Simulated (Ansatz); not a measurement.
Base system: Al in the fcc (Cu type) structure (space group Fm-3m, No. 225; relaxed with 0.1 eV smearing).

```
CELL_PARAMETERS angstrom
      0.00000     1.99194     1.99194
      1.99194     0.00000     1.99194
      1.99194     1.99194     0.00000
ATOMIC_POSITIONS crystal
  Al 0.00000 0.00000 0.00000
```

Cartesian axes are those of the cell as printed.

Method: LDA/PAW in Ansatz (an electronic-structure program), no spin-orbit coupling.

Strains are applied to the cell and any free atomic positions relax; under biaxial strain the out-of-plane vector relaxes too.

One change was made to it. Results:

The pressure (mean of the normal stresses, compression positive) goes from zero to -1.8 GPa; the energy rises by 6.9 meV/atom.

Q: Name the change that was made.
(A) biaxial strain −2.08 %, plane normal [111], relaxed out of plane
(B) biaxial strain −0.42 %, plane normal [111], relaxed out of plane
(C) biaxial strain +0.42 %, plane normal [111], relaxed out of plane
(D) biaxial strain +2.50 %, plane normal [111], relaxed out of plane

A: D, biaxial strain +2.50 %, plane normal [111], relaxed out of plane. For comparison, the pressure in the other runs: biaxial strain +0.42 %, plane normal [111], relaxed out of plane gives -0.3 GPa; biaxial strain −2.08 %, plane normal [111], relaxed out of plane gives 2.2 GPa; biaxial strain −0.42 %, plane normal [111], relaxed out of plane gives 0.4 GPa.

Whether these cells are dynamically stable was not tested.
